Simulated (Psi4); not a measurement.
Psi4 1.11, WB97X/def2-svpd: Ca(OMe)(SH) (C[O][Ca][SH]), 8 atoms. The geometry is a generated start, not checked to be a minimum at this level.

- task: energy
- method: wb97x
- basis: def2-svpd
- memory: 3 GB
- maxiter: 100
- keys of the molecule block: symmetry c1
- scf_type: df (default)
- diis_max_vecs: 10 (default)
- e_convergence: 1e-06 (default)
- d_convergence: 1e-06 (default)
- dft_radial_points: 75 (default)
- dft_spherical_points: 302 (default)
- basis functions: 129
- grid points: 174177

```xyz
8

Ca     0.1509     0.3256     1.4686
O      0.3025    -0.0011    -0.3959
C      0.5499    -0.9931    -1.3337
H      0.1547    -0.6912    -2.3112
H      1.6314    -1.1733    -1.4501
H      0.0631    -1.9431    -1.0535
S     -1.0502     2.4675     2.0392
H     -1.8024     2.0086     3.0367
```

With the defaults (damping_percentage = 0, diis = true, scf_initial_accelerator = adiis, guess = auto, which took SAD, soscf = false, soscf_start_convergence = 0.01, diis_start = 1, level_shift = 0, level_shift_cutoff = 0.01) it converges in 9 SCF iterations. One run each on 2 threads, with these changes:
- guess = sapgau
- level_shift = 0.5, level_shift_cutoff = 0.001
- damping_percentage = 60
- diis_start = 4
- soscf = true
- guess = sap
- soscf = true, soscf_start_convergence = 0.001
- damping_percentage = 60, diis = false, scf_initial_accelerator = none
- damping_percentage = 20

Which runs fail or end elsewhere than the default run?

No convergence: damping_percentage = 60; damping_percentage = 60, diis = false, scf_initial_accelerator = none (the run ends without SCF convergence in 100 iterations). The rest reach the solution of the defaults.

| setting | SCF iterations | JK calls | end |
|---|---|---|---|
| soscf = true, soscf_start_convergence = 0.001 | 6 | 17 | same solution |
| soscf = true | 6 | 22 | same solution |
| the defaults | 9 | 10 | same solution |
| level_shift = 0.5, level_shift_cutoff = 0.001 | 9 | 10 | same solution |
| guess = sapgau | 10 | 10 | same solution |
| guess = sap | 12 | 12 | same solution |
| diis_start = 4 | 14 | 15 | same solution |
| damping_percentage = 20 | 17 | 18 | same solution |
| damping_percentage = 60 | 100 | 101 | no convergence |
| damping_percentage = 60, diis = false, scf_initial_accelerator = none | 100 | 101 | no convergence |

An SOSCF iteration holds several JK calls; a Hückel guess adds calls on atoms.
